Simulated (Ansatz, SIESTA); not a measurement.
One structure in several programs: Mo2N (R-3m, 3 atoms in the cell)

Self-consistent single point.

```yaml
crystal:
  lattice:
    - [1.41485, 0.81686, 4.91206]
    - [-1.41485, 0.81686, 4.91206]
    - [0.00000, -1.63372, 4.91206]
  atoms:
    - { symbol: Mo, position: [0.24289, 0.24289, 0.24289] }
    - { symbol: Mo, position: [0.75711, 0.75711, 0.75711] }
    - { symbol: N, position: [0.00000, 0.00000, 0.00000] }
```

Shared settings, as Ansatz (an electronic-structure program) writes them: kpoints.mp_grid.grid = 11 11 11; magnetization.spin_orbit = true; scf.occupations.method = fermi_dirac; scf.occupations.width = 0.1 eV. Potentials and cutoffs stand in the table.

| code | model | pressure (GPa) | largest force (eV/Å) | cutoff |
|---|---|---|---|---|
| SIESTA | GGA PBEsol with spin-orbit coupling, numerical atomic orbitals DZP, PseudoDojo PBEsol fully relativistic norm-conserving potentials (rewritten from UPF to PSML) | – | 0.356 | grid 350 Ry |
| Ansatz | PBEsol with spin-orbit coupling, PAW files made with PBE | 11.87 | 0.003 | 420 eV |

A dash marks a value that a program does not give, or that is left out as unsure.

The spread over the programs that give each value: largest force within 0.353 eV/Å.

SIESTA uses small atom-centred bases, whose incompleteness enters pressures, forces and empty levels differently from a plane-wave cutoff.

The starting cell comes from a database of computed structures (which also holds hypothetical and non-ambient phases and stackings), without a prior relaxation at this level. Its lattice was rescaled by a random factor within 2.5 % of one.

Left out of this page: Elk (not drawn, or without a comparable value).

Keys are those of Ansatz 0.2.
